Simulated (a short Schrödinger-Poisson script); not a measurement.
**Symmetric double-gate stack, SiO2 on p-type InP**

Stack: symmetric double-gate stack, SiO2 on p-type InP, at 300 K.

| layer | material | thickness (nm) | Na (cm⁻³) |
|---|---|---|---|
| 1 | SiO2 | 2.7 | - |
| 2 | InP | 5 | 1e18 |
| 3 | SiO2 | 2.7 | - |

The device is made up for the run: typed textbook-type constants, with dimensions and the other settings drawn at random. SiO2: permittivity 3.9, conduction-band edge (eV) 3.48, gap (eV) 9, electron mass (mₑ) 0.5. InP: permittivity 12.5, conduction-band edge (eV) 0, gap (eV) 1.344, Nv at 300 K (cm⁻³) 1.1e19.

Channel valleys (confinement mass, in-plane density-of-states mass, number): Γ 0.08, 0.08, 1. At the gates, both at one voltage, the conduction-band edge of layer 1 lies 4.04 eV − eVg above the Fermi level of the channel. Gaps are held at their typed values at every temperature. Mesh 0.03 nm at interfaces.

From a short Schrödinger-Poisson script (our own, NumPy): 1D Poisson equation in equilibrium, electrons quantum, Hartree (BenDaniel-Duke, 12 states a valley, the channel's in-plane mass for all, wave functions ending at the dielectric), parabolic valleys, classical holes, full ionisation, no traps, pinning or gate leakage.

| Vg (V) | electrons (cm⁻²) | C (μF/cm²) | Γ E0 (meV) | Γ E1 (meV) |
|---|---|---|---|---|
| 0.5 | 1.51e7 | < 0.003 | 283.3 | 846.5 |
| 0.6 | 7.19e8 | 0.00453 | 183.3 | 746.5 |
| 0.7 | 3.10e10 | 0.177 | 85.5 | 648.7 |
| 0.8 | 4.07e11 | 1.05 | 13.1 | 575.4 |
| 0.9 | 1.20e12 | 1.42 | -28.6 | 531.9 |
| 1 | 2.12e12 | 1.51 | -61.2 | 497.2 |
| 1.1 | 3.08e12 | 1.54 | -91.4 | 464.9 |
| 1.2 | 4.04e12 | 1.55 | -120.7 | 433.3 |
| 1.3 | 5.01e12 | 1.55 | -149.9 | 402.0 |
| 1.4 | 5.98e12 | 1.55 | -179.0 | 370.7 |
| 1.5 | 6.95e12 | 1.56 | -208.0 | 339.5 |
| 1.6 | 7.92e12 | 1.56 | -237.1 | 308.3 |
| 1.7 | 8.89e12 | 1.56 | -266.1 | 277.1 |
| 1.8 | 9.86e12 | 1.56 | -295.2 | 245.8 |
| 1.9 | 1.08e13 | 1.56 | -324.2 | 214.6 |
| 2 | 1.18e13 | 1.56 | -353.3 | 183.5 |

Gate voltages with under 1e6 electrons/cm² are left out.

Subbands count from the Fermi level. The capacitance is that of both gates.

Above a few 1e12 electrons/cm² a light Γ valley is non-parabolic and upper valleys begin to fill, which the model leaves out.
